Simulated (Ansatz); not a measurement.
System: Ta-vacancy pair (Ta on one host Rh site, one Rh site vacant) in fcc Rh (neutral cell). All values below come from PBE, PAW (plane waves to 420 eV; Ansatz, a first-principles code).

Cell of 32 host sites held at the relaxed PBE lattice; a 2×2×2 k-point mesh shifted by half a step; Fermi-Dirac width 0.10 eV, spin-restricted; finite-size errors left in. Energies are static. Spin-orbit coupling is left out. Forms of the defect that were not tried may lie lower. The start lies 0.56 eV above the lowest site run (PBE).

Barriers: single points on a 4×4×4 k-point mesh shifted by half a step at the bands' geometries (they differ from the bands' own by up to 0.18 eV, and are uncertain by about as much).

The step: Ta and the vacancy change places (Ta-vacancy distance between ideal sites 2.71 Å throughout). Atoms about the jump, Cartesian Å from the middle of the jump, before and after:

```csv
atom,x0,y0,z0,x1,y1,z1
Ta1,0.00,-0.90,-0.90,0.00,0.90,0.90
Rh2,1.91,0.96,-0.94,1.91,0.94,-0.96
Rh3,-1.91,0.96,-0.94,-1.91,0.94,-0.96
Rh4,1.91,-0.95,0.96,1.91,-0.96,0.95
Rh5,-1.91,-0.95,0.96,-1.91,-0.96,0.95
Rh6,0.00,2.86,-0.94,0.00,2.88,-0.96
Rh7,0.00,0.96,-2.88,0.00,0.94,-2.86
Rh8,0.00,-2.88,0.97,0.00,-2.86,0.94
Rh9,0.00,-0.94,2.86,0.00,-0.97,2.88
```

Q: Predict the transition state.

A: 
```
atom      x      y      z
----  -----  -----  -----
Ta1    0.00   0.00  -0.01
Rh2    2.05   0.99  -1.00
Rh3   -2.04   0.99  -1.00
Rh4    2.04  -1.00   0.98
Rh5   -2.04  -1.00   0.98
Rh6    0.00   2.84  -0.94
Rh7    0.00   0.93  -2.86
Rh8    0.00  -2.85   0.92
Rh9    0.00  -0.94   2.84
```
It lies 1.62 eV above the start and 1.62 eV above the end. The saddle point's order was not checked, and it lies on a symmetry element of the cell, where a band can be held.
